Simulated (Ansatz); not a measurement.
Take TlBr in the CsCl type structure (space group Pm-3m, No. 221; a = 3.840 Å) as the base.

Level of theory: LDA in Ansatz (plane waves to 420 eV, PAW, no spin-orbit coupling).

Before the change:

```
Property   Result
--------  -------
Band gap  1.37 eV
```

The change: an isotropic linear strain of +1.00 %; the atoms relax in the strained cell.

Task: What does the calculation give for the band gap after the change?

Result: The band gap grows by 0.089 eV (1.37 eV → 1.45 eV).

With Tl present, leaving out spin-orbit coupling can change the band edges. No phonon test of stability was made.

Ansatz is a program for electronic structure.
